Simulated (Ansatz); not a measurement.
Ansatz (an electronic-structure program) run on ZrTi (P1, 2 atoms in the cell): relaxation of cell and atoms.

Level of theory: LDA (PW92), PAW files made with PBE (plane waves; Ansatz).

```
CELL_PARAMETERS angstrom
      3.11193     0.00000     0.00000
      0.00000     3.11193     0.00000
      0.00000     0.00000     4.19777
ATOMIC_POSITIONS crystal
  Zr 0.50218 0.50043 0.51664
  Ti 0.99782 0.99957 0.98336
```

Reference input (self-consistent single point, DFT, LDA (PW92), plane waves, PAW files made with PBE): kpoints.mp_grid.grid = 8 8 6; hamiltonian.xc = lda; hamiltonian.pseudopotentials = {kind: paw} (an earlier, softer set of the program's PAW files); scf.occupations.method = gaussian; scf.occupations.width = 0.0073 Ry. This run's input differs from it in these lines:

```diff
@@ -20,2 +20,4 @@
     width: 0.0073 Ry
+relax:
+  cell: {}
 output:
```

Log, with long lists cut:

```
   [... SCF lines of the steps left out ...]
relax step   1: F+E_penalty+E_count = -6527.52852699 eV  Δ(F+E_penalty+E_count) = +0.000e0 eV  max|allowed force component| = 5.438e-1 eV/Å  Δτ_max = 0.0000 Å  P = -6.818 GPa  Ω = 40.652 Å³  (9 SCF iters, dr2 threshold 1.00e-7 eV, accepted)
relax step   2: F+E_penalty+E_count = -6527.58505412 eV  Δ(F+E_penalty+E_count) = -5.653e-2 eV  max|allowed force component| = 5.117e-1 eV/Å  Δτ_max = 0.1055 Å  P = +7.194 GPa  Ω = 35.464 Å³  energy of the carried Pulay correction = +4.122e-4 eV  (6 [...]
   [... lines left out ...]
relax step   4: F+E_penalty+E_count = -6527.64548615 eV  Δ(F+E_penalty+E_count) = -1.480e-4 eV  max|allowed force component| = 2.063e-5 eV/Å  Δτ_max = 0.0000 Å  P = +0.005 GPa  Ω = 37.546 Å³  energy of the carried Pulay correction = +2.402e-4 eV  (6 [...]
relax step   5: F+E_penalty+E_count = -6527.64523527 eV  Δ(F+E_penalty+E_count) = +2.509e-4 eV  max|allowed force component| = 2.601e-5 eV/Å  Δτ_max = 0.0000 Å  P = +0.007 GPa  Ω = 37.546 Å³  stress off target by 1.23e-2 GPa  SCF on the basis [...]
basis re-selected at this cell: Δ(F+E_penalty+E_count) = +2.509e-4 eV, ΔP = +0.002 GPa vs the last step
Free energy (F): -6527.645235 eV
Internal energy: -6527.630729 eV  (E = F + TS)
E sigma→0 (E₀):  -6527.637982 eV
Entropy (-TS):   -0.014506 eV (-7.253 meV/atom)
Fermi energy:    14.570998 eV
--- Forces (eV/Å), atoms counted from 1 ---
  atom   1  Zr     0.00001130     0.00000224     0.00002616
  atom   2  Ti    -0.00001130    -0.00000224    -0.00002585
--- Stress (GPa, compression-positive) ---
        0.010017      -0.000133      -0.004927
       -0.000133       0.008968      -0.000975
       -0.004927      -0.000975       0.001680
  P = ⅓ Tr σ = 0.0069 GPa (0.069 kbar)
   [... lines left out ...]
  cell:  # Å, volume = 37.5460 Å³
    - [3.0426714732041185, 6.978130913210198e-6, 0.00015765571841336076]
    - [6.978130913210198e-6, 3.042713932459232, 3.124431148683182e-5]
    - [0.00021266623769945127, 4.2146331514551426e-5, 4.055525331722276]
  atoms:
    - { symbol: Zr, position: [0.4999993521715244, 0.49999987162945236, 0.4999994867738893] }
    - { symbol: Ti, position: [6.478284753337968e-7, 1.2837054769540497e-7, 5.132261106583692e-7] }
```

The run converged.  The full log also holds: “iter 4 did not close the SCF: its close was put off for the readings that it lacked (scf_convergence_deferred on its scf_iter line)”. The full log also holds: “iter 5 did not close the SCF: its close was put off for the readings that it lacked (scf_convergence_deferred on its scf_iter line)”.

Summary of the result:
| Quantity | Result |
|---|---|
| Free energy E − TS (on the zero of these files) | -6527.6452 eV |
| Fermi level (on the code's own zero) | 14.57 eV |
| Pressure | 0.01 GPa |
| Final cell | a = b = 3.043 Å, c = 4.056 Å, α = γ = 90.00°, β = 89.99° |
| Final volume per atom | 18.77 Å³ |
| Relaxation steps | 5 |

The starting cell comes from a database of computed structures (which also holds hypothetical and non-ambient phases and stackings), without a prior relaxation at this level. Its atoms were displaced at random from the sites of space group no. 123. Spin polarisation is off. Ansatz's pressure includes its estimate of the finite-basis (Pulay) stress.

Cost on one core of a shared machine: roughly 2 min.

Keys are those of Ansatz 0.2.
